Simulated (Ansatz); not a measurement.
Fluorite PtAl2 was calculated with r²SCAN+rVV10 (PAW; Ansatz, an electronic-structure program).

From the output:

```
Crystal: 3 atoms, lattice volume = 52.154 Å³
Basis set: ecut = 560 eV, 1471 PW (Γ), exchange–correlation on 108×108×108 points (27 copies of the dense FFT grid, shifted against one another)
Bands: 16, of which v1, the nominal top of the filled ones, is band 12 counted from 1 (11 counted from 0)
Symmetry: 48 space group operations
Space group: Fm-3m (ITA 225), of the structure as read, at distance tolerance 3.7e-5 Å
k-points: 145 of 4096
Functional: x = r2scan, c = r2scan + rvv10(b = 11.95, C = 0.0093); τ floored in thin density (d = 2e-4 eV/Å³)
SCF iter   1: F=—  HF=-13616.585006 eV  |F-HF|=—  |Δ(HF+E_count)|=         —  Δρ=8.23e-3  dr2=5.37e-2  dr2_τ=3.68e-2
SCF iter   2: F=—  HF=-13616.612577 eV  |F-HF|=—  |Δ(HF+E_count)|=   2.76e-2  Δρ=3.06e-3  dr2=5.11e-3  dr2_τ=1.87e-3
  ...
SCF iter   8: F=—  HF=-13616.612538 eV  |F-HF|=—  |Δ(HF+E_count)|=   2.66e-9  Δρ=1.00e-6  dr2=7.13e-10  dr2_τ=7.00e-11
SCF iter   9: F=-13616.612538 eV  HF=-13616.612538 eV  |F-HF|=0.00e0  |Δ(HF+E_count)|=  4.00e-11  Δρ=2.12e-7  dr2=2.14e-11  dr2_τ=3.25e-12
SCF 1 converged in 9 iterations: F = -13616.612538 eV  dr2 = 2.14e-11
SCF converged after 9 iterations
Free energy (F): -13616.612538 eV
Internal energy: -13616.603483 eV  (E = F + TS)
E sigma→0 (E₀):  -13616.608011 eV
Fermi energy:    11.134430 eV
--- Forces (eV/Å), atoms counted from 1 ---
  atom   1  Al    -0.00000000     0.00000000    -0.00000000
  atom   2  Al     0.00000000    -0.00000000     0.00000000
  atom   3  Pt    -0.00000000     0.00000000    -0.00000000
--- Stress (GPa, compression-positive) ---
       -2.732349      -0.000000       0.000000
       -0.000000      -2.732349       0.000000
        0.000000      -0.000000      -2.732349
  P = ⅓ Tr σ = -2.7323 GPa (-27.323 kbar)
```

Task: Write an input file that could have produced this run (the log leaves some choices open).

Result: One answer among several that fit: 
Ansatz 0.2 input:
```yaml
crystal:
  lattice:
    - [0.0, 2.9654221716, 2.9654221716]
    - [2.9654221716, 0.0, 2.9654221716]
    - [2.9654221716, 2.9654221716, 0.0]
  atoms:
    - { symbol: Al, position: [0.25, 0.25, 0.25] }
    - { symbol: Al, position: [0.75, 0.75, 0.75] }
    - { symbol: Pt, position: [0.0, 0.0, 0.0] }
basis:
  ecutwfc: 560
  ecutrho_ratio: 4
  xc_grid: 3
kpoints:
  mp_grid: { grid: [16, 16, 16] }
hamiltonian:
  xc: r2scan
  dispersion: rvv10
  pseudopotentials: { kind: paw }
scf:
  occupations: { method: fermi_dirac, width: 0.05 }
  convergence: { dr2_threshold: 0.0000000003 }
output:
  forces: true
  stress: true
  eigenvalues: true
```

The cell is one volume of an energy–volume scan, off the minimum.

The PAW data were made under PBE.

Computing time: around 16 core-seconds (rough).
